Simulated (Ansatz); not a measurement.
MgSe (Fm-3m), r2SCAN with spin-orbit coupling, rigid bands in Ansatz (a program for electronic structure): N_c = 1.35e19 cm⁻³ at 300 K and an electron conductivity mass of 0.308 mₑ.

Q: For 1e16 electrons per cm³ at 300 K, place the Fermi level, estimate the Seebeck coefficient of a parabolic band with constant τ, and give mobility and conductivity for τ = 50 fs.

A: The level lies k_BT ln(N_c/n) = 0.186 eV below the conduction-band minimum. S ≈ −(k_B/e)[ln(N_c/n) + 5/2] = -837 μV/K, against -835 μV/K from the full bands (mean over directions). μ = eτ/m = 286 cm²/(V·s) and σ = neμ = 0.457 S/cm. τ is assumed, not computed.

Band transport and this doping are assumed; polarons and phonon drag are left out.
